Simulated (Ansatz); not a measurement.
Base system: CsSnI3 in the cubic perovskite structure (space group Pm-3m, No. 221; a = 6.131 Å). Axes: x, y, z lie along the cube axes.

Calculations: PBEsol, PAW, 420 eV (Ansatz, a first-principles code; no spin-orbit coupling).

Strains are applied to the cell and any free atomic positions relax.

One change was made to it. Results:

```tsv
quantity	base	after
pressure (mean of the normal stresses, compression positive)	0.0 GPa	0.6 GPa
band gap	0.10 eV	zero
energy relative to the base (free energy F)	0 meV/atom	+6.5 meV/atom
```

Question: Which of these changes matches the shifts?
A. uniaxial strain ε_zz = −1.80 %
B. uniaxial strain ε_zz = −2.40 %
C. uniaxial strain ε_zz = −3.00 %

Answer: C, uniaxial strain ε_zz = −3.00 %. For comparison, the energy relative to the base in the other runs: uniaxial strain ε_zz = −2.40 % gives +4.1 meV/atom; uniaxial strain ε_zz = −1.80 % gives +2.2 meV/atom.

With I present, leaving out spin-orbit coupling can change the band edges. No phonon test of stability was made. All final runs are without spin polarisation. Many cubic perovskites are stable only at high temperature; tilts and polar distortions were not tested. The zero or small gap of CsSnI3 can change with the level of theory.
